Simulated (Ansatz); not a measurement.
Ansatz (a first-principles code) run on CaHg (Pm-3m, 2 atoms in the cell): zone-centre phonon calculation.

Level of theory: LDA (PW92), default PAW files made with PBE (plane waves; Ansatz).

```
CaHg
1.0
    3.77342     0.00000     0.00000
    0.00000     3.77342     0.00000
    0.00000     0.00000     3.77342
Ca Hg
1 1
Direct
  0.00000   0.00000   0.00000
  0.50000   0.50000   0.50000
```

Reference input (self-consistent single point, DFT, LDA (PW92), plane waves, default PAW files made with PBE): basis.ecutwfc = 420 eV; kpoints.mp_grid.grid = 9 9 9; hamiltonian.xc = lda; hamiltonian.pseudopotentials = {kind: paw} (the program's default PAW files); scf.occupations.method = gaussian; scf.occupations.width = 0.1 eV. This run's input differs from it in these lines:

Ansatz 0.2 input:
```diff
@@ -9,3 +9,3 @@
 basis:
-  ecutwfc: 420.0
+  ecutwfc: 250.0
 kpoints:
@@ -17,6 +17,4 @@
   occupations: { method: gaussian, width: 0.1 }
-output:
-  forces: true
-  eigenvalues: true
-  stress: true
+phonons:
+  method: dfpt
```

The program printed (abridged):

```
SCF iter   1: F=—  HF=-15294.699663 eV  |F-HF|=—  |Δ(HF+E_count)|=         —  Δρ=2.41e-2  dr2=1.54e-1  ethr=1.77e-3  ⟨swp⟩=6.0  Hψ=6905  notcnv=0
all-band conjugate gradients solve this SCF's bands
preconditioner: auto → Kerker (q_TF=auto, 2.476 Å⁻¹)
SCF iter   2: F=—  HF=-15294.630908 eV  |F-HF|=—  |Δ(HF+E_count)|=   6.88e-2  Δρ=9.33e-3  dr2=1.67e-2  ethr=5.12e-4  ⟨swp⟩=2.0  Hψ=2845  notcnv=0  defer=7
   [... lines left out ...]
SCF iter   8: F=—  HF=-15294.622873 eV  |F-HF|=—  |Δ(HF+E_count)|=  1.73e-10  Δρ=6.75e-7  dr2=2.55e-10  ethr=2.10e-11  ⟨swp⟩=2.6  Hψ=2344  notcnv=0  defer=9
SCF iter   9: F=-15294.622873 eV  HF=-15294.622873 eV  |F-HF|=1.09e-11  |Δ(HF+E_count)|=  1.64e-11  Δρ=1.17e-7  dr2=5.84e-12  ethr=1.00e-12  ⟨swp⟩=3.7  Hψ=6046  notcnv=0
the search or the solves at the SCF's close seem to have found levels that the self-consistency loop had missed (the run counts 3) …
SCF 1 converged in 9 iterations: F = -15294.622873 eV  dr2 = 5.84e-12
DFPT response loops at Γ: preconditioner auto → Kerker (q_TF=auto, 2.476 Å⁻¹) (partly filled bands, converged f_vac=0.000) …
Free energy (F): -15294.622873 eV
Internal energy: -15294.613001 eV  (E = F + TS)
E sigma→0 (E₀):  -15294.617937 eV
Entropy (-TS):   -0.009871 eV (-4.936 meV/atom)
Fermi energy:    10.619024 eV
--- Phonons (Γ-DFPT): 2 representative perturbations + reference, on 75 of 729 k-points (Σ response iterations 6) ---
  k mesh reduced under 8 symmetry operations, with k and −k counted as one. Each operation leaves every solved perturbation unchanged …
  ASR residual: 7.519e-5 → 0.000e0 eV/Å²; symmetrization residual: 1.138e-6 eV/Å²
  ASR residual per site (eV/Å²): 2.16e-5 7.52e-5
  Γ frequencies (cm⁻¹): 0.00 0.00 0.00 110.00 110.00 110.00
  non-analytic LO–TO correction: not included (Born effective charges unavailable; polar crystals: no LO–TO splitting at Γ)
```

The run converged in 9 iterations. 

Summary of the result:
```
Quantity                                                                  Result
--------------------------------------------------------  ----------------------
Free energy E − TS (on the zero of these files)                   -15294.6229 eV
Fermi level (on the code's own zero)                                    10.62 eV
Zone-centre frequencies (cm⁻¹; negative means imaginary)  0, 0, 0, 110, 110, 110
```

The starting cell comes from a database of computed structures (which also holds hypothetical and non-ambient phases and stackings), without a prior relaxation at this level. Its lattice was rescaled by up to half a per cent. The cutoff lies below the one recommended for these files.
